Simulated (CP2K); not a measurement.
CP2K run on Si2Ni (Fm-3m, 3 atoms in the cell): self-consistent single point.

Method of the run: PBE, GPW, DZVP-MOLOPT-SR-GTH basis, GTH-PBE potentials (GTH_POTENTIALS) run with CP2K.

The change in words: lattice scaled by 0.98. Reference geometry:
```yaml
crystal:
  lattice:
    - [3.79689, 0.00000, 0.00000]
    - [1.89844, 3.28820, 0.00000]
    - [1.89844, 1.09607, 3.10015]
  atoms:
    - { symbol: Si, position: [0.25000, 0.25000, 0.25000] }
    - { symbol: Si, position: [0.75000, 0.75000, 0.75000] }
    - { symbol: Ni, position: [0.00000, 0.00000, 0.00000] }
```

Reference input (self-consistent single point, DFT PBE, GPW, DZVP-MOLOPT-SR-GTH basis, GTH-PBE potentials (GTH_POTENTIALS)): CUTOFF = 600 Ry; REL_CUTOFF = 60 Ry; SMEAR/METHOD = GAUSSIAN; SIGMA = 0.272 eV; KPOINTS/SCHEME = MONKHORST-PACK 9 9 9; XC_FUNCTIONAL = PBE; Si/BASIS_SET = DZVP-MOLOPT-SR-GTH-q4; Si/POTENTIAL = GTH-PBE-q4; Ni/BASIS_SET = DZVP-MOLOPT-SR-GTH-q18; Ni/POTENTIAL = GTH-PBE-q18; METHOD = GPW; EPS_DEFAULT = 1e-11. This run's input differs from it in these lines:

```diff
@@ -63,4 +63,4 @@
     &CELL
-      ABC 3.79688900 3.79688896 3.79688921
-      ALPHA_BETA_GAMMA 60.00000119 59.99999316 59.99999098
+      ABC 3.72095100 3.72095117 3.72095143
+      ALPHA_BETA_GAMMA 59.99999739 59.99999493 59.99999262
       PERIODIC XYZ
```

Log, with long lists cut:

```
 SCF WAVEFUNCTION OPTIMIZATION

  Step     Update method      Time    Convergence         Total energy    Change
     1 NoMix/Diag. 0.20E+00      -     1.42753799      -178.1308819353 -1.78E+02
     2 Broy./Diag. 0.20E+00      -     0.10882167      -173.5924343025  4.54E+00
     3 Broy./Diag. 0.20E+00      -     0.04863753      -176.5153463159 -2.92E+00
     4 Broy./Diag. 0.20E+00      -     0.08036082      -177.2856335728 -7.70E-01
     5 Broy./Diag. 0.20E+00      -     0.04325403      -176.2176390914  1.07E+00
     6 Broy./Diag. 0.20E+00      -     0.01103898      -177.3786385905 -1.16E+00
   [... 7 lines left out ...]
    14 Broy./Diag. 0.20E+00      -     0.00000744      -177.2089038057 -2.36E-04
    15 Broy./Diag. 0.20E+00      -     0.00000177      -177.2089130839 -9.28E-06
    16 Broy./Diag. 0.20E+00      -     0.00000425      -177.2089225333 -9.45E-06
    17 Broy./Diag. 0.20E+00      -     0.00000021      -177.2089194786  3.05E-06
  *** SCF run converged in    17 steps ***

  Overlap energy of the core charge distribution:               0.00000000000254
  Self energy of the core charge distribution:               -281.65516352695784
  Core Hamiltonian energy:                                     77.59931626718621
  Hartree energy:                                              46.39581096534902
  Exchange-correlation energy:                                -19.54752342606210
  Smearing free energy correction:                             -0.00135975858170
  Fermi energy:                                                 0.44825354048033

  Total energy:                                              -177.20891947864041
  Total energy (extrapolated to sigma->0):                   -177.20823959934955

   [... lines left out ...]

 STRESS| Analytical stress tensor [bar]
 STRESS|                        x                   y                   z
 STRESS|      x        1.90825008732E+05  -9.02932141948E+00  -6.38471252872E+00
 STRESS|      y       -9.02932141948E+00   1.90835031717E+05  -3.65755384544E+00
 STRESS|      z       -6.38471252872E+00  -3.65755384544E+00   1.90837317864E+05
 STRESS| 1/3 Trace                                             1.90832452771E+05
```

The run converged in 17 iterations. Against the reference run the free energy goes up by 60.7 meV/atom and the pressure goes from 7.16 to 19.08 GPa.

The starting cell comes from a database of computed structures (which also holds hypothetical and non-ambient phases and stackings), without a prior relaxation at this level. Its lattice was rescaled by a random factor within 2.5 % of one. For this run, on top of that: lattice scaled by 0.98. Spin polarisation is off. Values carry the incompleteness of an atom-centred basis. With a pressure of about 19 GPa the cell is away from its equilibrium volume at this level.

Cost on one core of a shared machine: roughly 3 min.
